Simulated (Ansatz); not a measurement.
## How far to go with the k-point mesh at a smearing width of 0.3 eV: TiCo (P4mm, 2 atoms in the cell)

```
CELL_PARAMETERS angstrom
      2.98103     0.00000     0.00000
      0.00000     2.98103     0.00000
      0.00000     0.00000     2.98103
ATOMIC_POSITIONS crystal
  Ti 0.00000 0.00000 0.01677
  Co 0.50000 0.50000 0.50000
```

Level of theory: LDA (PW92), PAW files made with PBE (plane waves; Ansatz, a first-principles code).

Base settings: basis.ecutwfc = 420 eV; kpoints.mp_grid.grid = 11 11 11; hamiltonian.xc = lda; hamiltonian.pseudopotentials = {kind: paw} (the program's default PAW files); scf.occupations.method = fermi_dirac; scf.occupations.width = 0.1 eV.

In this ladder: scf.occupations.width = 0.3 eV.

Only quantities that move along the ladder and can be compared are tabulated.

The count of work is k-points × plane waves × bands × iterations; it is no time. 

The starting cell has typed, rounded lattice constants, without a prior relaxation at this level. Its lattice was rescaled by up to half a per cent. One atom was moved a little off its site on purpose. Spin polarisation is off. In the base run, with a pressure of about -14 GPa the cell is away from its equilibrium volume at this level. Ansatz's pressure includes its estimate of the finite-basis (Pulay) stress.

```csv
kpoints.mp_grid.grid,free energy less the last step's (meV/atom),pressure (GPa),count of work / last
4 4 4,-3.98,-12.40,0.011
5 5 5,-2.30,-12.37,0.012
6 6 6,0.61,-12.19,0.027
7 7 7,0.09,-12.27,0.027
8 8 8,0.18,-12.27,0.051
10 10 10,-0.01,-12.28,0.086
12 12 12,-0.01,-12.28,0.13
15 15 15,0.00,-12.28,0.20
21 21 21,0.00,-12.28,0.49
26 26 26,0.00,-12.28,1.0
```

Coarsest kpoints.mp_grid.grid that holds the pressure within 0.05 GPa of the last step, with all finer ones: 7 7 7, at 0.027 of the last step's count of work; the step before is off by 0.08 GPa.

Coarsest kpoints.mp_grid.grid that holds the free energy within 0.5 meV/atom of the last step, with all finer ones: 7 7 7, at 0.027 of the last step's count of work; the step before is off by 0.61 meV/atom.

Keys are those of Ansatz 0.2.
